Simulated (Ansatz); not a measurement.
SnSe2 (model structure, started from the anatase type, I4₁/amd, No. 141, 6 atoms in the cell): equilibrium volume per atom by level of theory

No measured value is used here.

| level (code) | value (Å³/atom) |
|---|---|
| PBE (Ansatz) | … |
| PBEsol (Ansatz) | 27.90 |
| PBE-D3(BJ) (Ansatz) | 27.28 |

### Question
Fill in the missing entries.

### Answer

- PBE (Ansatz, a first-principles code), value (Å³/atom): 30.34

Ansatz's density-functional and Hartree–Fock values are scalar-relativistic unless marked +SOC, with PAW data made under PBE.

A model structure was made by putting elements into a prototype or built by hand; it is no filed structure, need not be a known phase, and can be a saddle point held by its symmetry.
